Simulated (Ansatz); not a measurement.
Start from Al2O3 in the corundum structure (space group R-3c, No. 167; a = 4.729 Å, c = 12.892 Å (hexagonal axes)). Axes: x lies along a and z along c of the hexagonal cell.

Structures relaxed with LDA/PAW in Ansatz (a first-principles code), no spin-orbit coupling.

Base:

Simulated powder pattern, Cu Kα1, λ = 1.54056 Å (kinematic, ideal powder, no thermal factors, no anomalous dispersion; the 14 strongest lines at most, above 2 %, up to 2θ = 90°):

```tsv
2θ (°)	I/Imax (%)	hkl
25.75	61	(012)
35.41	93	(104)
38.02	44	(110)
43.66	98	(113)
52.93	50	(024)
57.95	100	(116)
61.82	7.4	(018)
67.01	40	(214)
68.70	62	(300)
77.57	18	(1 0 10)
77.91	9.9	(119)
81.31	7.1	(220)
85.02	6.0	(223)
89.83	8.8	(0 2 10)
```

After one change:

Simulated powder pattern, Cu Kα1, λ = 1.54056 Å (kinematic, ideal powder, no thermal factors, no anomalous dispersion; the 14 strongest lines at most, above 2 %, up to 2θ = 90°):

| 2θ (°) | I/Imax (%) |
|---|---|
| 25.64 | 60 |
| 35.08 | 90 |
| 38.02 | 41 |
| 43.50 | 94 |
| 52.69 | 47 |
| 57.43 | 100 |
| 60.94 | 6.8 |
| 66.80 | 38 |
| 68.70 | 59 |
| 76.34 | 18 |
| 76.92 | 9.9 |
| 81.31 | 6.7 |
| 84.91 | 5.8 |
| 88.63 | 8.6 |

### Question
What was done to the base?
(A) uniaxial strain ε_zz = +2.25 %
(B) uniaxial strain ε_zz = +0.75 %
(C) uniaxial strain ε_zz = +1.50 %
(D) uniaxial strain ε_zz = +3.00 %

### Answer
C, uniaxial strain ε_zz = +1.50 %. Its volume per atom is 8.45 Å³ against 8.32 Å³, and its space group is R-3c (No. 167).

No phonon test of stability was made.
